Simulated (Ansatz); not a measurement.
The reference is CdTe in the zinc blende structure (space group F-43m, No. 216).

```
CELL_PARAMETERS angstrom
      0.00000     3.27881     3.27881
      3.27881     0.00000     3.27881
      3.27881     3.27881     0.00000
ATOMIC_POSITIONS crystal
  Te 0.75000 0.75000 0.75000
  Cd 0.00000 0.00000 0.00000
```

Cartesian axes are those of the cell as printed.

Method: Kohn–Sham DFT with the r2SCAN functional, run in Ansatz (a first-principles code) with PAW and 500 eV plane waves, spin-orbit coupling left out.

For the base:

- Valley order = Γ 1.17 eV; L along ⟨111⟩ 2.20 eV
- Shortest interatomic distance = 2.840 Å

Modification: tensor shear ε_xz = −1.12 % (engineering shear γ = -0.0224); the atoms relax in the strained cell.

Question: What does the calculation give for the valley order after the change?

Answer: The valley order (the lowest conduction-band minima on the path, energy above the VBM, named in the base's zone) changes from Γ 1.17 eV; L along ⟨111⟩ 2.20 eV to Γ 1.10 eV; L along [111] 2.07 eV; L along [1-1-1] 2.22 eV.

Question: What does the calculation give for the energy relative to the base after the change?

Answer: The energy goes up by 1.1 meV/atom.

Question: What happens to the shortest interatomic distance?

Answer: The shortest interatomic distance falls by 0.0041 Å, from 2.840 Å to 2.835 Å.

Question: What happens to the stress?

Answer: The stress (xx, yy, zz, yz, xz, xy; compression positive) comes out as (0.00, -0.01, 0.00, 0.00, 0.44, 0.00) GPa.

With Te present, leaving out spin-orbit coupling can change the band edges. The levels and masses belong to the bands next to the band gap. Whether these cells are dynamically stable was not tested.
